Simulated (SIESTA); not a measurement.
**Worked example: self-consistent single point of TaSb2 (Cm, 6 atoms in the cell) in SIESTA**

Method: GGA PBEsol, numerical atomic orbitals TZP, PseudoDojo PBEsol standard norm-conserving potentials (rewritten from UPF to PSML) in SIESTA.

Input as run:

```
# files in the folder: Ta.psml Sb.psml (PseudoDojo PBEsol standard)
SystemName  TaSb2
SystemLabel tasb2

NumberOfAtoms                6
NumberOfSpecies              2
%block ChemicalSpeciesLabel
  1 73 Ta
  2 51 Sb
%endblock ChemicalSpeciesLabel
LatticeConstant              5.476601 Ang
%block LatticeVectors
     0.940927228   -0.338609112    0.000000000
     0.940927228    0.338609112    0.000000000
    -0.777567144    0.000000000    1.318504671
%endblock LatticeVectors
AtomicCoordinatesFormat      Bohr
%block AtomicCoordinatesAndAtomicSpecies
    10.005849286    0.000000000   11.161174611  1
     1.422726023    0.000000000    2.578876034  1
    -1.419820417   -0.000000000    7.304472939  2
    12.848394579   -0.000000000    6.341095787  2
     6.992617877   -0.000000000    1.505242686  2
     4.435956285    0.000000000   12.140326040  2
%endblock AtomicCoordinatesAndAtomicSpecies

XC.functional                GGA
XC.authors                   PBEsol
PAO.BasisSize                TZP
PAO.EnergyShift              0.005 Ry
MeshCutoff                   400 Ry
%block kgrid.MonkhorstPack
    5   0   0  0.0
    0   5   0  0.0
    0   0   2  0.0
%endblock kgrid.MonkhorstPack
OccupationFunction           MP
OccupationMPOrder            0
ElectronicTemperature        0.1 eV

MaxSCFIterations             150
SCF.Mixer.Method             Broyden
SCF.Mixer.Weight             0.1
SCF.Mixer.History            6
SCF.DM.Tolerance             1.0E-04
Diag.ParallelOverK           true
WriteForces                  true
Charge.Mulliken              end
```

Output (repeated stretches shortened):

```
reinit: Reading from file input.fdf

reinit: System Name: TaSb2
reinit: System Label: tasb2

coor:   Atomic-coordinates input format  =     Cartesian coordinates
coor:                                            (in Bohr units)

siesta: Atomic coordinates (Bohr) and species
siesta:     10.00585   0.00000  11.16117  1        1
siesta:      1.42273   0.00000   2.57888  1        2
siesta:     -1.41982  -0.00000   7.30447  2        3
siesta:     12.84839  -0.00000   6.34110  2        4
siesta:      6.99262  -0.00000   1.50524  2        5
siesta:      4.43596   0.00000  12.14033  2        6

siesta: System type = bulk

initatomlists: Number of atoms, orbitals, and projectors:      6   138   192

siesta: ******************** Simulation parameters ****************************
redata: Spin configuration                          = none
redata: Time-Reversal Symmetry                      = T
redata: Number of Atomic Species                    =        2
redata: Mesh Cutoff                                 =   400.0000 Ry
redata: Net charge of the system                    =     0.0000 |e|
redata: Min. number of SCF Iter                     =        0
redata: Max. number of SCF Iter                     =      150
redata: SCF convergence failure will abort job
redata: SCF mix quantity                            = Hamiltonian
redata: Mix DM or H after convergence               =   F
redata: Recompute H after scf cycle                 =   F
redata: Mix DM in first SCF step                    =   T
redata: No kicks to SCF
redata: DM Mixing Weight for Kicks                  =     0.5000
redata: Require Harris convergence for SCF          =   F
redata: Harris energy tolerance for SCF             =     0.000100 eV
redata: Require DM convergence for SCF              =   T
redata: DM tolerance for SCF                        =     0.000100
redata: Require EDM convergence for SCF             =   F
   [... lines left out ...]
diag: Used triangular part                          = Lower
diag: Absolute tolerance                            =  0.100E-15
diag: Orthogonalization factor                      =  0.100E-05
diag: Memory factor                                 =  1.0000

superc: Internal auxiliary supercell:     7 x     7 x     3  =     147
superc: Number of atoms, orbitals, and projectors:    882  20286  28224

                        Single-point calculation

superc: Internal auxiliary supercell:     7 x     7 x     3  =     147
superc: Number of atoms, orbitals, and projectors:    882  20286  28224

outcell: Unit cell vectors (Ang):
        5.153083   -1.854427    0.000000
        5.153083    1.854427    0.000000
       -4.258425    0.000000    7.220924

outcell: Cell vector modules (Ang)   :    5.476601    5.476601    8.383074
outcell: Cell angles (23,13,12) (deg):    118.5530    118.5530     39.5843
outcell: Cell volume (Ang**3)        :    138.0065
new_DM -- step:     1
Initializing Density Matrix...

Attempting to read DM from file... Failed...
DM filled with atomic data:

InitMesh: MESH = 54 x 54 x 100 = 291600
InitMesh: Mesh cutoff (required, used) =   400.000   409.050 Ry

stepf: Methfessel-Paxton step function
       Using Hermite-Gauss polynomials of order  0
        iscf     Eharris(eV)        E_KS(eV)     FreeEng(eV)     dDmax    Ef(eV) dHmax(eV)
   scf:    1   -13391.605306   -13412.986200   -13412.992618  1.737300 -3.390639 10.771507
   scf:    2   -13419.676381   -13416.784418   -13416.789272  0.061311 -3.570309  6.679749
   scf:    3   -13419.353243   -13418.609864   -13418.613856  0.090887 -3.823114  1.985360
   scf:    4   -13419.026365   -13418.859015   -13418.863764  0.059507 -3.906956  1.203284
   scf:    5   -13418.251472   -13418.709982   -13418.714381  0.076134 -4.124072  2.056483
   scf:    6   -13418.970948   -13418.851627   -13418.856097  0.009834 -4.087694  1.366923
   [... 2 lines left out ...]
   scf:    9   -13418.968413   -13418.968385   -13418.973057  0.000537 -4.016656  0.007093
   scf:   10   -13418.968396   -13418.968394   -13418.973082  0.000547 -4.016364  0.003295
   scf:   11   -13418.968390   -13418.968392   -13418.973085  0.000170 -4.016047  0.001621
   scf:   12   -13418.968391   -13418.968392   -13418.973086  0.000068 -4.015977  0.001544
   scf:   13   -13418.968390   -13418.968391   -13418.973087  0.000071 -4.015940  0.000962
SCF Convergence by DM+H criterion
max |DM_out - DM_in|         :     0.0000709293
max |H_out - H_in|      (eV) :     0.0009619115
SCF cycle converged after 13 iterations

Using DM_out to compute the final energy and forces

siesta: E_KS(eV) =           -13418.9684

siesta: E_KS - E_eggbox =    -13418.9684

siesta: Atomic forces (eV/Ang):
     1    0.097330   -0.000000   -0.726193
     2   -0.036765   -0.000000    0.136891
     3    0.207567   -0.000000    0.232407
     4   -0.176094    0.000000    0.074736
     5   -0.100208   -0.000000    0.374759
     6    0.007930    0.000000   -0.092718
   Tot   -0.000240    0.000000   -0.000118
   Max    0.726193
   Res    0.217276    sqrt( Sum f_i^2 / 3N )
   Max    0.726193    constrained

Stress tensor Voigt[x,y,z,yz,xz,xy] (kbar):       20.12       39.30       34.95        0.00        1.58       -0.00
(Free)E + p*V (eV/cell)   -13421.6828
Target enthalpy (eV/cell)   -13418.9731

siesta: Program's energy decomposition (eV):
siesta: Ebs     =     -2331.857976
siesta: Eions   =     13570.865650
siesta: Ena     =      1562.031472
siesta: Ekin    =      6706.272850
siesta: Enl     =     -4925.682552
siesta: Eso     =         0.000000
siesta: Edftu   =         0.000000
siesta: DEna    =        51.603285
siesta: DUscf   =         2.141321
siesta: DUext   =         0.000000
siesta: Ex      =     -3031.265308
siesta: Ec      =      -213.203810
siesta: Exc     =     -3244.469118
siesta: Eharris =    -13418.968390
siesta: Etot    =    -13418.968391
siesta: FreeEng =    -13418.973087

siesta: Atomic forces (eV/Ang):
siesta:      1    0.097330   -0.000000   -0.726193
siesta:      2   -0.036765   -0.000000    0.136891
siesta:      3    0.207567   -0.000000    0.232407
siesta:      4   -0.176094    0.000000    0.074736
siesta:      5   -0.100208   -0.000000    0.374759
siesta:      6    0.007930    0.000000   -0.092718
siesta: ----------------------------------------
siesta:    Tot   -0.000240    0.000000   -0.000118

siesta: Stress tensor (static) (eV/Ang**3):
siesta:     0.012558   -0.000000    0.000983
siesta:    -0.000000    0.024528   -0.000000
siesta:     0.000983    0.000000    0.021817

   [... lines left out ...]
siesta: Cell volume =        138.006534 Ang**3
siesta:         -31.45785226        -14.17190311  kBar
   [... lines left out ...]

Species: Sb
Atom  Qatom  Qorb
               5s      5s      5s      5py     5pz     5px     5py     5pz
               5px     5py     5pz     5px     4dxy    4dyz    4dz2    4dxz
               4dx2-y2 5dxy    5dyz    5dz2    5dxz    5dx2-y2
   3 15.323   1.198  -0.079   0.457   0.680   0.994   0.262  -0.099  -0.108
              0.079   0.400   0.287   0.454   2.000   2.000   2.000   2.001

              2.002   0.181   0.134   0.167   0.143   0.172
   4 15.329   1.196  -0.083   0.463   0.687   0.977   0.257  -0.108  -0.099
              0.082   0.418   0.287   0.452   2.000   2.000   2.000   2.001

              2.002   0.180   0.134   0.167   0.144   0.174
   5 15.762   1.167  -0.043   0.407   0.926   1.170   0.939  -0.194  -0.300
             -0.287   0.346   0.330   0.493   1.998   1.999   2.001   2.000

              2.001   0.178   0.162   0.141   0.173   0.153
   6 15.749   1.175  -0.040   0.400   0.930   1.160   0.951  -0.193  -0.294
             -0.293   0.336   0.321   0.494   1.998   1.999   2.001   2.000

              2.001   0.177   0.163   0.140   0.170   0.152

mulliken: Qtot =       86.000

Mulliken Atomic Populations:
Atom #   charge [q] valence [e]  Species
     1     1.078171   11.921829  Ta
     2     1.085265   11.914735  Ta
     3    -0.323381   15.323381  Sb
     4    -0.329281   15.329281  Sb
     5    -0.761569   15.761569  Sb
     6    -0.749205   15.749205  Sb
 Total     0.000000
```

The run converged in 13 iterations.

The starting cell comes from a database of computed structures (which also holds hypothetical and non-ambient phases and stackings), without a prior relaxation at this level. Its lattice was rescaled by up to half a per cent. One atom was moved a little off its site on purpose. Spin polarisation is off. Values carry the incompleteness of an atom-centred basis. With a pressure of about -3 GPa the cell is away from its equilibrium volume at this level.

Cost on one core of a shared machine: roughly 2 min.
